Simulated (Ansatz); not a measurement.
The parent structure is SnSe2 in the CdI2 type structure (space group P-3m1, No. 164; a = 3.8403 Å, c = 6.0040 Å; layered, stacked along the Cartesian z axis).

(Cell as relaxed with PBE-D3(BJ).)

Levels (all Ansatz, a program for electronic structure, PAW, earlier PAW set): PBE-D3(BJ) (420 eV, no SOC); PBEsol-D3(BJ) (420 eV, no SOC).

Each level relaxes its own structure.

```
quantity             PBE-D3(BJ)  PBEsol-D3(BJ)
-------------------  ----------  -------------
volume per atom        25.56 Å³       23.86 Å³
lattice parameter a    384.0 pm       379.4 pm
lattice parameter c    600.4 pm       574.2 pm
band gap                0.36 eV           zero
```

PBE-D3(BJ)'s volume per atom lies 1.705 Å³ above PBEsol-D3(BJ)'s (7.1 %); PBE-D3(BJ)'s lattice parameter a lies 4.68 pm above PBEsol-D3(BJ)'s (1.2 %); PBE-D3(BJ)'s lattice parameter c lies 26.2 pm above PBEsol-D3(BJ)'s (4.6 %); they disagree on the band gap. Neither level is exact; PBEsol-D3(BJ) is the comparison here, not a measurement.

Stability against distortions was not tested. The final runs are not spin-polarised. Gaps under 0.05 eV, about the width of the smearing, are given as zero. The zero or small gap of SnSe2 can change with the level of theory.
